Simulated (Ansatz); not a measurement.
Au on the 1x1 (111) surface of fcc Ag, one in a 2x2 cell, energies for each (29.8 Å²). Energies are against an atom of fcc Au, without zero-point or thermal terms; each row is named by its start.

Level of theory: PBE (plane waves to 420 eV, PAW; Ansatz, a program for electronic structure).

Slab: 17 atoms, 7.1 Å thick at the start under the adsorbate (thin: gaps and levels are the slab's own); k 6x6x1, smearing 0.1 eV, dipole-corrected; 8 atoms held, the rest relaxed; each run with such symmetry as its start has; no spin, no spin-orbit, no U, no dispersion correction.

A negative adsorption energy means that the adsorbate is more stable on the surface than in its reference. Starts that drift may end in the same place. Heights count from the host atoms within 0.3 Å of the top one.

```json
[
 {"starting site": "top Ag", "E_ads (eV)": "1.16", "height (Å)": "2.26", "nearest host atom (Å)": "Ag 2.57", "bonded to": "Ag", "Δ work function (eV)": "0.45", "lateral drift (Å)": "0.0"},
 {"starting site": "hollow Ag-Ag-Ag over Ag at depth 2.4 Å", "E_ads (eV)": "0.57", "height (Å)": "2.12", "nearest host atom (Å)": "Ag 2.74", "bonded to": "3 Ag", "Δ work function (eV)": "0.23", "lateral drift (Å)": "0.0"},
 {"starting site": "hollow Ag-Ag-Ag over Ag at depth 4.7 Å", "E_ads (eV)": "0.57", "height (Å)": "2.13", "nearest host atom (Å)": "Ag 2.74", "bonded to": "3 Ag", "Δ work function (eV)": "0.23", "lateral drift (Å)": "0.0"},
 {"starting site": "bridge Ag-Ag (span 2.9 Å)", "E_ads (eV)": "0.57", "height (Å)": "2.13", "nearest host atom (Å)": "Ag 2.73", "bonded to": "3 Ag", "Δ work function (eV)": "0.23", "lateral drift (Å)": "0.9"}
]
```
